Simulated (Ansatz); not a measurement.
The starting structures come from a database of crystals and need not be the phases stable at ambient conditions.

Given:

```yaml
crystal:
  lattice:
    - [4.11412, 0.00000, 0.00000]
    - [0.00000, 4.52716, 0.00000]
    - [0.00000, 0.00000, 5.08125]
  atoms:
    - { symbol: Si, position: [0.50000, 0.75000, 0.34769] }
    - { symbol: Si, position: [0.50000, 0.25000, 0.65231] }
    - { symbol: Si, position: [0.00000, 0.25000, 0.15231] }
    - { symbol: Si, position: [0.00000, 0.75000, 0.84769] }
    - { symbol: O, position: [0.73090, 0.57997, 0.61758] }
    - { symbol: O, position: [0.26910, 0.42003, 0.38242] }
    - { symbol: O, position: [0.76910, 0.07997, 0.88242] }
    - { symbol: O, position: [0.23090, 0.92003, 0.11758] }
    - { symbol: O, position: [0.23090, 0.42003, 0.88242] }
    - { symbol: O, position: [0.76910, 0.57997, 0.11758] }
    - { symbol: O, position: [0.26910, 0.92003, 0.61758] }
    - { symbol: O, position: [0.73090, 0.07997, 0.38242] }
```

Space group of this cell: Pbcn. The cell is taken as given; by r2SCAN its mean pressure is -9.7 GPa.

The numbers are results of r2SCAN (plane waves, PAW; Ansatz, an electronic-structure program), not measurements.

The current runs along the normal of the first two printed vectors; no spin-orbit coupling. Scaled by the factor s: the length along the current (ions clamped). Meshes 8×8×6 and 8×8 across the current in all rows.

```tsv
s	mean pressure (GPa)	band gap (eV)
0.97	-0.1	?
1.00	-9.7	6.20
1.03	-17.6	5.58
```

Take the slope of the band gap against ln s from the two given rows, extrapolate to s = 0.97, and say what the run there gives.

Slope = (5.58 − 6.20) / ln 1.03 = -21.0 eV. The line gives 6.20 + (-21.0) × ln 0.97 = 6.84 eV. The run gives 6.83 eV, 0.01 eV under the line, 1 % of the predicted step.
